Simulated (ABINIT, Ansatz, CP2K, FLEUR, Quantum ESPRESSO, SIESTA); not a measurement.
**LaZnSbO (P4/nmm, 8 atoms in the cell) computed with different codes at matched settings**

Self-consistent single point, at a second geometry (lattice scaled by 0.98). First geometry:

```yaml
crystal:
  lattice:
    - [4.26837, 0.00000, 0.00000]
    - [0.00000, 4.26837, 0.00000]
    - [0.00000, 0.00000, 9.71636]
  atoms:
    - { symbol: La, position: [0.00000, 0.50000, 0.88069] }
    - { symbol: La, position: [0.50000, 0.00000, 0.11931] }
    - { symbol: Zn, position: [0.00000, 0.00000, 0.50000] }
    - { symbol: Zn, position: [0.50000, 0.50000, 0.50000] }
    - { symbol: Sb, position: [0.50000, 0.00000, 0.68015] }
    - { symbol: Sb, position: [0.00000, 0.50000, 0.31985] }
    - { symbol: O, position: [0.50000, 0.50000, 0.00000] }
    - { symbol: O, position: [0.00000, 0.00000, 0.00000] }
```

Shared settings, as Ansatz (a first-principles code) writes them: kpoints.mp_grid.grid = 5 5 3; scf.occupations.method = gaussian; scf.occupations.width = 0.2 eV. Potentials and cutoffs stand in the table.

```csv
code,model,ΔF from the first geometry (meV/atom),pressure (GPa),largest force (eV/Å),cutoff
CP2K,"PBEsol, GPW, DZVP-MOLOPT-SR-GTH basis, GTH-PBE potentials (GTH_POTENTIALS)",-3.1,2.39,0.563,grid 600 Ry
FLEUR,"PBEsol, all-electron FLAPW (FLEUR), scalar-relativistic valence",–,–,0.401,Kmax 4.1 1/bohr
ABINIT,"PBEsol, PAW (JTH v2.0 PBE PAW, files made for PBE)",-17.2,0.31,0.442,30 Ha
SIESTA,"GGA PBEsol, numerical atomic orbitals DZP, PseudoDojo PBEsol standard norm-conserving potentials (rewritten from UPF to PSML)",-4.6,2.52,1.276,grid 400 Ry
Ansatz,"PBEsol, PAW files made with PBE",-20.0,-0.05,0.329,default
Quantum ESPRESSO,"PBEsol, GBRV 1.5 ultrasoft (PBESOL) pseudopotentials",-18.5,0.03,0.363,50 Ry
```

Size of the force on each atom (eV/Å): Sizes of forces hide their directions.

| code | La1 | La2 | Zn3 | Zn4 | Sb5 | Sb6 | O7 | O8 |
|---|---|---|---|---|---|---|---|---|
| CP2K | 0.563 | 0.563 | 0.000 | 0.000 | 0.248 | 0.248 | 0.000 | 0.000 |
| FLEUR | 0.401 | 0.401 | 0.000 | 0.000 | 0.040 | 0.040 | 0.000 | 0.000 |
| ABINIT | 0.442 | 0.442 | 0.000 | 0.000 | 0.009 | 0.009 | 0.000 | 0.000 |
| SIESTA | 1.276 | 1.276 | 0.000 | 0.000 | 0.273 | 0.273 | 0.000 | 0.000 |
| Ansatz | 0.329 | 0.329 | 0.000 | 0.000 | 0.026 | 0.026 | 0.000 | 0.000 |
| Quantum ESPRESSO | 0.363 | 0.363 | 0.000 | 0.000 | 0.040 | 0.040 | 0.000 | 0.000 |

A dash marks a value that a program does not give, or that is left out as unsure.

On Ansatz's run: spin-orbit coupling is off.

The spread over the programs that give each value: ΔF from the first geometry within 16.9 meV/atom; pressure within 2.57 GPa; largest force within 0.947 eV/Å.

CP2K and SIESTA use small atom-centred bases, whose incompleteness enters pressures, forces and empty levels differently from a plane-wave cutoff. FLEUR treats all electrons, but the usual bases taken here (sphere radii, linearisation, local orbitals, empty states) were not tested for convergence, so the values are no reference for the others. Ansatz's pressure is given at a fixed set of plane waves, as the other plane-wave codes print theirs; with its correction for the finite basis it is 0.07 GPa. In the pressure, CP2K (by 2.36) and SIESTA (by 2.49) lie more than 1 GPa from the median of the plane-wave programs. In the force vectors, CP2K (by 0.222) and SIESTA (by 0.913) lie more than 0.08 eV/Å from the median of the plane-wave programs.

The starting cell comes from a database of computed structures (which also holds hypothetical and non-ambient phases and stackings), without a prior relaxation at this level. Its lattice was rescaled by a random factor within 2.5 % of one. For this run, on top of that: lattice scaled by 0.98.

Left out of this page: Elk (not drawn, or without a comparable value).

Keys are those of Ansatz 0.2.
